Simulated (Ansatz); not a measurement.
## The (111)A surface of 3C silicon carbide, Si-terminated, CH3 on every top atom (bottom of the slab: 1 H on 1 bottom site)

All values below come from HSE06, at the PBE geometry (plane waves to 420 eV, PAW; Ansatz, a program for electronic structure).

Model: 13-atom slab, 11.6 Å thick at the start with caps and adatoms (thin: gaps and levels are the slab's own), 6x6x1 mesh, Fermi-Dirac 0.025 eV, dipole correction, single point; on the structure that PBE left under its start's symmetry; no spin, no spin-orbit, no U. It is one candidate, not shown to be the stable structure of the face.

```json
{
  "gap_of_the_slab_on_its_k_mesh": "2.77 eV",
  "highest_filled_level_below_the_top_vacuum_level": "5.14 eV",
  "cost": "very roughly 90 core-seconds"
}
```
